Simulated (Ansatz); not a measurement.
In2TeO2 (model structure, started from the La2SO2 type, P-3m1, No. 164, 5 atoms in the cell), treated with r²SCAN+SOC (plane waves, PAW; Ansatz, a quantum-chemistry and plane-wave program).

Input:

Ansatz 0.2 input:
```yaml
crystal:
  lattice:
    - [3.7462752375, 0.0000002845, 0.0]
    - [-1.8731378651, 3.244369383, 0.0]
    - [0.0, 0.0, 7.1664972283]
  atoms:
    - { symbol: In, position: [0.6666666667, 0.3333333333, 0.8079038618] }
    - { symbol: In, position: [0.3333333333, 0.6666666667, 0.1920961382] }
    - { symbol: Te, position: [0.0, 0.0, 0.5] }
    - { symbol: O, position: [0.6666666667, 0.3333333333, 0.1192836676] }
    - { symbol: O, position: [0.3333333333, 0.6666666667, 0.8807163324] }
basis:
  ecutwfc: 560
  ecutrho_ratio: 4
  xc_grid: 3
kpoints:
  mp_grid: { grid: [18, 18, 8] }
hamiltonian:
  xc: r2scan
  dispersion: none
  pseudopotentials: { kind: paw }
scf:
  occupations: { method: fermi_dirac, width: 0.05 }
  convergence: { dr2_threshold: 0.0000000005 }
output:
  forces: true
  stress: true
  eigenvalues: true
magnetization:
  noncollinear: true
  spin_orbit: true
```

### Question
How many irreducible k-points, plane waves at Γ does the program set up, and what pressure does the run end with?

### Answer
266 irreducible k-points, 2625 plane waves at Γ; P = 1.16 GPa, so the cell is compressed on average and its volume would grow at this level.

Excerpt of the program's output:

```
Crystal: 5 atoms, lattice volume = 87.104 Å³
Basis set: ecut = 560 eV, 2625 PW (Γ), exchange–correlation on 90×90×180 points (27 copies of the dense FFT grid, shifted against one another)
Bands: 66, of which v1, the nominal top of the filled ones, is band 54 counted from 1 (53 counted from 0)
Symmetry: 12 space group operations + 12 with time reversal
k-points: 266 of 2592
Initial density: superposition of atomic densities (chi_scale 0.1, normalization cell, long waves 2 % of neutral atoms (reshape's long-wave potential 1.02 eV rms, cloud 2.08 Å wide))
Functional: x = r2scan, c = r2scan; τ floored in thin density (d = 2e-4 eV/Å³)
spin=Noncollinear: Resta preconditioning applied to the charge; magnetization (m_x, m_y, m_z) channels mix plain (no charge-response kernel on spin).
spin=Noncollinear: Kerker preconditioning applied to the charge; magnetization (m_x, m_y, m_z) channels mix plain (no charge-response kernel on spin).
SCF 1 converged in 13 iterations: F = -19325.262733 eV  dr2 = 1.87e-10
SCF converged after 13 iterations
Free energy (F): -19325.262733 eV
Internal energy: -19325.254609 eV  (E = F + TS)
E sigma→0 (E₀):  -19325.258671 eV
Fermi energy:    11.417814 eV
--- Forces (eV/Å), atoms counted from 1 ---
  atom   1  In    -0.00000000    -0.00000000     0.00882283
  atom   2  In     0.00000000     0.00000000    -0.00882283
  atom   3  Te     0.00000000     0.00000000     0.00000000
  atom   4  O      0.00000000    -0.00000000    -0.03474315
  atom   5  O     -0.00000000     0.00000000     0.03474315
--- Stress (GPa, compression-positive) ---
        1.656157      -0.000000      -0.000000
       -0.000000       1.656157      -0.000000
       -0.000000      -0.000000       0.168011
  P = ⅓ Tr σ = 1.1601 GPa (11.601 kbar)
```

The PAW data were made under PBE.

Note: the relaxation could raise the start's symmetry but not lower it, so the cell can be a saddle point. Note: cell and atoms aren't relaxed at this level (largest force component 0.03 eV/Å, pressure 1.2 GPa).

A model structure was made by putting elements into a prototype or built by hand; it is no filed structure, need not be a known phase, and can be a saddle point held by its symmetry.
